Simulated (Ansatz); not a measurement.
## Phonon-limited transport in ZrB$_{2}$ (P6/mmm)

Input:

```xyz
3
Lattice="3.1541 0.0000 0.0000 -1.5770 2.7315 0.0000 0.0000 0.0000 3.5083" Properties=species:S:1:pos:R:3 pbc="T T T"
Zr     0.0000     0.0000     0.0000
B      0.0000     1.8210     1.7541
B      1.5770     0.9105     1.7541
```

The numbers are results of PBEsol, DFPT electron-phonon coupling, linearised Boltzmann equation (plane waves, PAW, scalar-relativistic; Ansatz, an electronic-structure program), not measurements. Geometry: relaxed with this functional, without spin-orbit coupling.

```yaml
resistivity at 300 K: 4.4 (x), 4.4 (y), 5.6 (z) μΩ·cm
resistivity at 77 K: 0.150 (x), 0.150 (y), 0.172 (z) μΩ·cm
```

A metal at this level (no band gap). Only scattering by harmonic phonons is included (no impurities, grain boundaries, electron-electron scattering or thermal expansion). Spin-orbit coupling is left out. Halving the electron mesh (32x32x24) moves the resistivity by up to 3 % at 300 K. Smearing 0.20 eV; phonons on a 5x5x4 q mesh, which this run doesn't test and which matters most at low temperature.
